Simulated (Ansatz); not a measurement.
A periodic model of amorphous Si20B10N30:

```
BN3Si2
1.0
    9.31805     0.03914     0.14722
    0.03914     8.86231    -0.17818
    0.14722    -0.17818     9.13875
Si B N
20 10 30
Direct
  0.74312   0.91342   0.08697
  0.86928   0.08492   0.59135
  0.57908   0.61393   0.11211
  0.60555   0.39320   0.80454
  0.06260   0.60814   0.69708
  0.52721   0.71616   0.44226
  0.27978   0.44962   0.80666
  0.75868   0.54655   0.54445
  0.01585   0.71198   0.22874
  0.69110   0.11573   0.38401
  0.96414   0.14958   0.98793
  0.35079   0.93370   0.47618
  0.81965   0.61854   0.90610
  0.23441   0.09795   0.83135
  0.31007   0.80350   0.69898
  0.68292   0.12518   0.86550
  0.50988   0.47331   0.52726
  0.25020   0.32188   0.06407
  0.43006   0.92542   0.99881
  0.46249   0.27251   0.36172
  0.76416   0.38412   0.01233
  0.81556   0.84649   0.39262
  0.33301   0.10984   0.24660
  0.95878   0.54379   0.42951
  0.98122   0.42389   0.13979
  0.02403   0.26012   0.71316
  0.89223   0.89659   0.84204
  0.28109   0.64501   0.06535
  0.05559   0.83141   0.52007
  0.32781   0.82121   0.20094
  0.93368   0.92197   0.48373
  0.40107   0.80631   0.33806
  0.71486   0.72928   0.03232
  0.42024   0.73308   0.05324
  0.61981   0.44560   0.99123
  0.26521   0.50034   0.99791
  0.08770   0.40714   0.72565
  0.06280   0.27733   0.09949
  0.74315   0.95492   0.28220
  0.35876   0.11154   0.40760
  0.19088   0.89582   0.57908
  0.32263   0.98412   0.14892
  0.59795   0.00518   0.99300
  0.32069   0.93462   0.84672
  0.45141   0.43231   0.70890
  0.05878   0.13437   0.81236
  0.74400   0.52232   0.74423
  0.99573   0.51124   0.27715
  0.04079   0.66082   0.51278
  0.94358   0.73208   0.81275
  0.35550   0.26727   0.20553
  0.31377   0.25379   0.88912
  0.79672   0.22850   0.98285
  0.23914   0.63577   0.74073
  0.80273   0.00127   0.75418
  0.19344   0.72506   0.17304
  0.46491   0.84055   0.59674
  0.90840   0.95877   0.99994
  0.72184   0.72530   0.44948
  0.88467   0.48666   0.03177
```

Methods: PBE, scalar-relativistic without spin-orbit coupling (Ansatz, a quantum-chemistry and plane-wave program); r2SCAN, scalar-relativistic without spin-orbit coupling (Ansatz); HSE06, scalar-relativistic without spin-orbit coupling (Ansatz). Neutral PBE cell, which sets geometry, pressure and energy: sampling: a 2×2×2 Γ-centred mesh; Fermi-Dirac width 0.02 eV; no spin polarisation. The usual formal charges leave 20 electrons over, so the level spacing at the Fermi energy parts defect or band states and needn't be the band gap. Exact exchange is cut at the faces of this 9 Å cell, which leaves hybrid gaps a finite-size error.

The cell was made by melting and quenching with the CHGNet potential and then relaxed with DFT. N atoms were pushed apart under 1.9 Å during the dynamics, to hinder bonds among them. The hot cell started wider than the set density and was brought back towards it in steps. It is the lowest in DFT energy of 2 quenches. It is a model cell: composition and starting density were chosen by hand, and all elements were melted together. No dispersion term was used. Its density started from a set value of 2.40 and ended at 2.40 g/cm³. The simulated quench (nominally 630 K/ps over its main leg) is rapid and tends to freeze in more defects than a deposited or slowly cooled glass has. A cell of this size samples the disorder only roughly. The volume was held where the preparation left it and the shape relaxed.

**Question.** Give the pressure, the energy against reference phases and the spacing of the highest filled and lowest empty levels.

**Answer.** 
The pressure on a 2×2×2 Γ-centred mesh is -3.71 GPa. The largest force and stress component on that mesh (the relaxation ran on the zone centre alone) is 0.23 eV/Å and 3.9 GPa and the energy relative to beta Si3N4 + bulk hexagonal BN (AA') + silicon (lowest mix at this level among the phases computed, not always the ambient ones) is 0.544 eV/atom. The level spacing at the Fermi energy on a 2×2×2 Γ-centred mesh (PBE) comes out as 0.65 eV and the level spacing at the Fermi energy at the zone centre (PBE) comes out as 0.70 eV. The level spacing at the Fermi energy at the zone centre (r2SCAN) is 0.79 eV and the level spacing at the Fermi energy at the zone centre (HSE06) is 1.39 eV. The distance between the nearest levels spread over more than a fifth of the atoms or a third of the atoms of their main element (six at least) (PBE, zone centre) is 1.55 eV.

**Question.** At PBE and the zone centre, how localised are the states just below and above the Fermi level (participation number: the atoms over which a state spreads)?

**Answer.** The highest filled state is spread over 7.5 atoms' worth, largest on Si3, with weights by element (charge in smoothed Voronoi cells) Si 0.53, N 0.42, B 0.05. The lowest empty state is spread over 3.7 atoms' worth, largest on Si10, with weights by element (charge in smoothed Voronoi cells) Si 0.67, N 0.27, B 0.06.

At PBE the levels at the empty edge of the gap are localised (band-tail or defect states), and the nearest spread-out levels lie 1.5 eV apart at the zone centre.

Bonds are counted up to Si-Si 2.60 Å, Si-B 2.28 Å, Si-N 2.14 Å, B-B 1.97 Å, B-N 1.90 Å, N-N 1.70 Å. Two cations that share two anions don't count as bonded, nor two that share one unless they lie closer than Si-Si 2.38 Å, Si-B 2.09 Å, B-B 1.80 Å.

A PBE run started with 1 μB on atoms that lack a bond or may hold spare charge lost its moments; other starts weren't tried.
